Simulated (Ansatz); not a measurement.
Consider SiC in the zinc blende structure (space group F-43m, No. 216; a = 4.356 Å).

Level of theory: r2SCAN/PAW in Ansatz (a first-principles code), no spin-orbit coupling.

One change was made to it. Results:

The smallest direct gap increases by 0.027 eV (5.05 eV → 5.07 eV); the density grows by 0.07 g/cm³ (3.22 g/cm³ → 3.29 g/cm³); the width of the top valence band goes up by 0.08 eV, from 4.81 eV to 4.89 eV; the gap character is still indirect, Γ → X.

Question: What was done to the base?
A) pressure −2 GPa
B) pressure −1 GPa
C) pressure 0.3 GPa
D) pressure 5 GPa

Answer: D, pressure 5 GPa. For comparison, the density in the other runs: pressure −2 GPa gives 3.19 g/cm³; pressure −1 GPa gives 3.21 g/cm³; pressure 0.3 GPa gives 3.23 g/cm³.

Load acts through the strain it causes; cell and atoms are relaxed under it. Whether these cells are dynamically stable was not tested. Competing high-pressure phases were not computed.
